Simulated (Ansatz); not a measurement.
The reference is Mg2Sn (space group Fm-3m, No. 225; relaxed with 0.1 eV smearing).

```
Mg2Sn
1.0
    0.00000     3.33192     3.33192
    3.33192     0.00000     3.33192
    3.33192     3.33192     0.00000
Mg Sn
2 1
Direct
  0.25000   0.25000   0.25000
  0.75000   0.75000   0.75000
  0.00000   0.00000   0.00000
```

Cartesian axes are those of the cell as printed.

Level of theory: LDA, PAW, 420 eV (Ansatz, a quantum-chemistry and plane-wave program; spin-orbit coupling left out).

Modification: every lattice vector is stretched by 3.00 %; the atoms relax in the strained cell.

Problem. Predict the stress tensor and what it implies for the stiffness.

Solution. Stress of the strained cell less that of the base (GPa, compression positive):
```
   -3.4     0.0     0.0
    0.0    -3.4     0.0
    0.0     0.0    -3.4
```

Then B = −ΔP/(ΔV/V₀) with ΔV/V₀ = 0.0927 gives secant stiffness values (nonlinear terms included at this strain): B ≈ 37 GPa.

As a check, the harmonic strain energy −½ V₀ Δσ:ε is 24 meV/atom; the computed energy rise is 26 meV/atom.

Whether these cells are dynamically stable was not tested.
